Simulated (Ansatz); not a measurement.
System: CsCl-type KCl (model structure) (like a known high-pressure phase). Method: HSE06 in Ansatz (PAW).

Numerical settings: plane-wave cutoff 500 eV, 6×6×6 k mesh, gaussian smearing 0.02 eV, scalar-relativistic PAW data made under PBE.

Cell (relaxed at this level):

```cif
data_ClK
_chemical_formula_sum 'K1 Cl1'
_space_group_name_H-M_alt 'P 1'
_space_group_IT_number 1
_cell_length_a 3.80693
_cell_length_b 3.80693
_cell_length_c 3.80693
_cell_angle_alpha 90.000
_cell_angle_beta 90.000
_cell_angle_gamma 90.000
loop_
_space_group_symop_operation_xyz
  'x, y, z'
loop_
_atom_site_label
_atom_site_type_symbol
_atom_site_fract_x
_atom_site_fract_y
_atom_site_fract_z
_atom_site_occupancy
K1 K 0.00000 0.00000 0.00000 1
Cl1 Cl 0.50000 0.50000 0.50000 1
```

**Question.** What does this level give for the band gap?

**Answer.** 
- band gap: 6.23 eV (on the SCF k mesh)

A model structure was made by putting elements into a prototype or built by hand; it is no filed structure, need not be a known phase, and can be a saddle point held by its symmetry.

Ansatz is a quantum-chemistry and plane-wave program.
